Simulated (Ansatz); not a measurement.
An Ansatz (a program for electronic structure) run: WC with a change (tensor shear ε_xz = +0.86 %); DFT with PBEsol, PAW potentials and a 420 eV plane-wave cutoff in Ansatz, no spin-orbit coupling.

Input:

Ansatz 0.2 input:
```yaml
crystal:
  lattice:
    - [2.8991082618, 0, 0.0249323311]
    - [-1.4495541309, 2.510701403, -0.0124661655]
    - [0.0243105036, 0, 2.8268027389]
  atoms:
    - { symbol: W, position: [0, 0, 0] }
    - { symbol: C, position: [0.3333333333, 0.6666666667, 0.5] }
basis: { ecutwfc: 420, ecutrho_ratio: 4, xc_grid: 2, fft_grid_basis: typed }
kpoints: { mp_grid: { grid: [23, 23, 20] } }
hamiltonian:
  xc: pbesol
  dispersion: none
  pseudopotentials: { kind: paw }
scf: { occupations: { method: fermi_dirac, width: 0.1 }, convergence: { dr2_threshold: 0.0000000002 } }
relax: { f_tol: 0.005, max_steps: 50 }
output: { forces: true, stress: true }
checkpoint: { write: state.ck, write_every: 1000 }
```

Output (explanatory and most iteration lines left out):

```
Relaxation: its limit of steps is 50 (relax.max_steps)
Pseudopotential: W, paw, valence charge 14
Pseudopotential: C, paw, valence charge 4
Crystal: 2 atoms, lattice volume = 20.574 Å³
Basis set: ecut = 420 eV, 405 PW (Γ), exchange–correlation on 40×40×40 points (8 copies of the dense FFT grid, shifted against one another)
Bands: 13, of which v1, the nominal top of the filled ones, is band 9 counted from 1 (8 counted from 0)
Symmetry: 2 space group operations
Space group: C2 (ITA 5), of the structure as read, at distance tolerance 2.7e-5 Å
k-points: 2772 of 10580 (time reversal used)
Functional: x = pbesol(κ = 0.804, μ = 0.12345679012345678), c = pbesol(β = 0.046)
SCF iter   1: F=—  HF=-10503.732439 eV  |F-HF|=—  |Δ(HF+E_count)|=         —  Δρ=1.23e-2  dr2=2.64e-2  ethr=1.77e-3  ⟨swp⟩=5.2  Hψ=175391  notcnv=0
SCF iter   2: F=—  HF=-10503.730811 eV  |F-HF|=—  |Δ(HF+E_count)|=   1.63e-3  Δρ=7.84e-3  dr2=1.25e-2  ethr=1.47e-4  ⟨swp⟩=1.0  Hψ=58212  notcnv=0
SCF 1 converged in 8 iterations: F = -10503.728553 eV  dr2 = 5.69e-13
relax step   1: F+E_penalty+E_count = -10503.72855342 eV  Δ(F+E_penalty+E_count) = +0.000e0 eV  max|allowed force component| = 8.968e-3 eV/Å  Δτ_max = 0.0000 Å  (8 SCF iters, accepted)
Crystal: 2 atoms, lattice volume = 20.574 Å³
SCF iter   1: F=—  HF=-10503.728562 eV  |F-HF|=—  |Δ(HF+E_count)|=         —  Δρ=5.46e-5  dr2=5.03e-7  ethr=2.78e-9  ⟨swp⟩=1.0  Hψ=139002  notcnv=0
SCF iter   2: F=—  HF=-10503.728556 eV  |F-HF|=—  |Δ(HF+E_count)|=   6.51e-6  Δρ=1.65e-5  dr2=2.82e-8  ethr=2.78e-9  ⟨swp⟩=2.1  Hψ=45459  notcnv=0
SCF 2 converged in 8 iterations: F = -10503.728556 eV  dr2 = 7.72e-18
relax step   2: F+E_penalty+E_count = -10503.72855582 eV  Δ(F+E_penalty+E_count) = -2.397e-6 eV  max|allowed force component| = 1.877e-3 eV/Å  Δτ_max = 0.0002 Å  (8 SCF iters, accepted)
SCF converged after 8 iterations
Free energy (F): -10503.728556 eV
Internal energy: -10503.718468 eV  (E = F + TS)
E sigma→0 (E₀):  -10503.723512 eV
Entropy (-TS):   -0.010087 eV (-5.044 meV/atom)
Fermi energy:    20.656713 eV
--- Forces (eV/Å), atoms counted from 1 ---
  atom   1  W      0.00000000     0.00187723     0.00000000
  atom   2  C      0.00000000    -0.00187719    -0.00000000
--- Stress (GPa, compression-positive) ---
        0.155180       0.000000      -5.510488
        0.000000       0.090178      -0.000000
       -5.510488      -0.000000       0.142146
  P = ⅓ Tr σ = 0.1292 GPa (1.292 kbar)
--- Relaxed structure (2 steps of the walk, 2 accepted, 0 SCFs on fresh bases) ---
  atoms:
    - { symbol: W, position: [4.400803248142567e-5, 8.801606496282355e-5, -2.9910174572688735e-23] }
    - { symbol: C, position: [0.3332893253175185, 0.666578650635037, 0.4999999999999999] }
```

The cells carry an imposed strain or load. No phonon test of stability was made. The final runs are not spin-polarised. The cell was made from WC (space group P-6m2, No. 187) by this change: tensor shear ε_xz = +0.86 %.
